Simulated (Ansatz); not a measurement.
The parent structure is LaSbTe (space group P4/nmm, No. 129; a = 4.3629 Å, c = 9.4554 Å; a cell from a computed database, its experimental status unchecked). Axes: x, y, z lie along a, b, c of the conventional cell.

Level of theory: DFT with PBEsol, PAW potentials and a 420 eV plane-wave cutoff in Ansatz (a first-principles code), no spin-orbit coupling.

Strains are applied to the cell and any free atomic positions relax; under stress the whole cell relaxes.

One change was made to it. Results:

```tsv
quantity	base	after
volume per atom	30.00 Å³	29.58 Å³
energy relative to the base (free energy F)	0 meV/atom	+4.7 meV/atom
band gap	zero	zero
```

**Question.** What was done to the base?
A. tensor shear ε_xz = −1.18 %
B. uniaxial stress, 2 GPa compression along z
C. uniaxial strain ε_xx = +0.51 %

**Answer.** B, uniaxial stress, 2 GPa compression along z. For comparison, the energy relative to the base in the other runs: uniaxial strain ε_xx = +0.51 % gives +0.3 meV/atom; tensor shear ε_xz = −1.18 % gives +1.1 meV/atom.

Without a gap, meshes like the base's 11×11×5 leave anisotropic stresses uncertain by several tenths of a GPa, and small strain energies with them. Beyond what the load breaks, stability against distortions was not tested. All final runs are without spin polarisation. A zero or small gap of LaSbTe can be the functional's error rather than a property of the material.
